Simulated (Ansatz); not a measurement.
**A computed series for InSb: response to strain**

The reference is InSb in the zinc blende structure (space group F-43m, No. 216).

```
InSb
1.0
    0.00000     3.27807     3.27807
    3.27807     0.00000     3.27807
    3.27807     3.27807     0.00000
In Sb
1 1
Cartesian
  0.00000   0.00000   0.00000
  1.63904   1.63904   1.63904
```

Cartesian axes are those of the cell as printed.

Strains are applied to the cell and any free atomic positions relax; under biaxial strain the out-of-plane vector relaxes too.

Level of theory: r2SCAN/PAW in Ansatz (a program for electronic structure), no spin-orbit coupling.

Notes on the quantities. energy relative to the base: free energy F; pressure: mean of the normal stresses, compression positive.

```json
[
 {"change": "base", "energy relative to the base": "0 meV/atom", "pressure": "0.0 GPa", "band gap": "zero", "shortest interatomic distance": "2.839 Å"},
 {"change": "biaxial strain −2.50 %, plane normal [111], relaxed out of plane", "energy relative to the base": "+13 meV/atom", "pressure": "1.7 GPa", "band gap": "(withheld)", "shortest interatomic distance": "2.799 Å"},
 {"change": "biaxial strain −2.08 %, plane normal [111], relaxed out of plane", "energy relative to the base": "+9.2 meV/atom", "pressure": "1.4 GPa", "band gap": "0.10 eV", "shortest interatomic distance": "2.805 Å"},
 {"change": "biaxial strain −1.67 %, plane normal [111], relaxed out of plane", "energy relative to the base": "+5.9 meV/atom", "pressure": "1.1 GPa", "band gap": "0.10 eV", "shortest interatomic distance": "2.812 Å"},
 {"change": "biaxial strain −1.25 %, plane normal [111], relaxed out of plane", "energy relative to the base": "(withheld)", "pressure": "0.8 GPa", "band gap": "0.08 eV", "shortest interatomic distance": "2.818 Å"},
 {"change": "biaxial strain −0.42 %, plane normal [111], relaxed out of plane", "energy relative to the base": "+0.4 meV/atom", "pressure": "0.3 GPa", "band gap": "zero", "shortest interatomic distance": "2.832 Å"}
]
```

### Question
Some entries are withheld; estimate them.

### Answer

- biaxial strain −2.50 %, plane normal [111], relaxed out of plane, band gap: 0.11 eV
- biaxial strain −1.25 %, plane normal [111], relaxed out of plane, energy relative to the base: +3.3 meV/atom

With Sb present, leaving out spin-orbit coupling can change the band edges. No phonon test of stability was made. The final runs are not spin-polarised. Gaps under 0.05 eV, about the width of the smearing, are given as zero. A zero or small gap of InSb can be the functional's error rather than a property of the material.
